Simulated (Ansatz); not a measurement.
Defect: interstitial Al in wurtzite AlN, charge state +3. All values below come from PBE, PAW (plane waves to 420 eV; Ansatz, a program for electronic structure).

192-site cell at the relaxed PBE lattice, the Γ point alone, smearing 0.01 eV, spin-restricted, no finite-size correction. Energies are static. The charge state is imposed; whether it is stable for some Fermi level was not computed. Sites that were not tried may lie lower.

Barriers: single points on a 2×2×2 k-point mesh shifted by half a step along c at the bands' geometries.

The step: several atoms move together, Al the farthest. Atoms about the jump, Cartesian Å from the middle of the jump, before and after:

```tsv
atom	x0	y0	z0	x1	y1	z1
Al1	0.00	0.00	1.25	0.00	0.00	-1.25
N2	-1.50	0.87	-0.27	-1.48	0.85	-0.40
N3	0.00	-1.73	-0.27	0.00	-1.71	-0.40
N4	1.50	0.86	-0.27	1.48	0.85	-0.40
Al5	-1.74	-1.01	0.03	-1.68	-0.97	0.39
Al6	0.00	2.01	0.03	0.00	1.94	0.39
Al7	1.75	-1.01	0.03	1.68	-0.97	0.39
N8	-1.48	-0.85	2.11	-1.57	-0.91	2.23
N9	1.48	-0.85	2.11	1.57	-0.91	2.23
N10	0.00	1.71	2.11	0.00	1.81	2.23
Al11	0.00	-1.81	-2.27	0.00	-2.01	-2.48
Al12	-1.57	0.91	-2.27	-1.74	1.01	-2.48
Al13	1.57	0.91	-2.27	1.75	1.01	-2.48
```

Question: Predict the transition state.

Answer: 
```tsv
atom	x	y	z
Al1	0.00	0.00	0.09
N2	-1.52	0.88	-0.29
N3	0.01	-1.75	-0.29
N4	1.52	0.89	-0.29
Al5	-1.94	-1.10	0.38
Al6	0.02	2.23	0.38
Al7	1.92	-1.12	0.38
N8	-1.57	-0.90	2.18
N9	1.57	-0.90	2.18
N10	0.00	1.81	2.18
Al11	0.00	-1.82	-2.33
Al12	-1.58	0.92	-2.33
Al13	1.58	0.92	-2.33
```
It lies 2.31 eV above the start and 2.31 eV above the end. The saddle point's order was not checked, and it lies on a symmetry element of the cell, where a band can be held.
